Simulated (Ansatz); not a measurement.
# fluorite (1 1 1) on silicon (1 1 1) (film strained to the substrate, faces as cut)

A periodic stack without vacuum, fluorite (1 1 1) on silicon (1 1 1) (film strained to the substrate, faces as cut): substrate slab Si10, film Ca4F8, surface cells [[0, -1], [1, -1]] and [[1, 0], [0, 1]], film strained by -0.7 and -0.7 %, faces Si/Si and F/F as cut (like faces can put a slab off its formula).

The start was prepared with a machine-learned potential, and the result is one local minimum, with the in-plane cell held and forces under 0.04 eV/Å; the film can end far from its bulk form.

Method: PBE (plane waves to 420 eV, PAW; Ansatz, a program for electronic structure). No spin–orbit coupling; PBE gaps are too small against experiment. Its k-point mesh 7×7×1, Fermi–Dirac width 0.05 eV.

interface area: 13.0 Å²
period: 31.84 Å
gaps between the outermost planes at the two interfaces: 3.66 and 3.79 Å
spin-polarised check at this geometry: keeps a moment, energy -0.11 eV

```xyz
22
Lattice="3.8679 0.0000 0.0079 1.9339 3.3497 -0.0102 1.5143 0.7086 31.8435" Properties=species:S:1:pos:R:3 pbc="T T T"
Si     2.4644     3.0581     2.6969
Si     4.3998     1.9382     2.0635
Si     2.4602     0.8436     5.8732
Si     2.4617     3.0734     5.0910
Si     4.3875     1.9754     9.0292
Si     2.4552     0.8555     8.2470
Si     2.4473     3.1042    12.1680
Si     4.3828     1.9844    11.4031
Si     2.4383     0.8745    15.2130
Si     2.4397     3.1054    14.5618
Ca     4.3946     2.9102    19.6889
Ca     4.3877     0.6886    22.8932
Ca     2.4476     1.8188    26.0930
Ca     4.3755     2.9499    29.2869
F      2.4624     1.7909    18.8661
F      4.3928     0.6798    20.5111
F      4.3895     2.9185    22.0680
F      2.4522     1.8084    23.6870
F      4.3831     0.6987    25.2959
F      4.3799     2.9389    26.9048
F      2.4431     1.8296    28.4716
F      4.3738     0.7210    30.1171
```
